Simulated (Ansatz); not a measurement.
Crystal: MgSe (Fm-3m, rock salt, not sure to be the ambient phase, 2 atoms a cell, 20.4 Å³ an atom); both levels run on this one cell.

Complex bands along the normal of (111) by Ansatz (plane waves, PAW, no spin-orbit coupling). r2SCAN gives a gap of 2.48 eV and a slowest mid-gap decay of 0.178 1/Å.

Question: What does PBE give on the same cell, and what does that do to the current through 2 nm?

Answer: Gap 1.81 eV, κ = 0.142 1/Å. The mid-gap transmission through 2 nm changes by exp(2 × 20 × (0.178 − 0.142)) = a factor of 4.2 against r2SCAN.

Ansatz is a first-principles code.
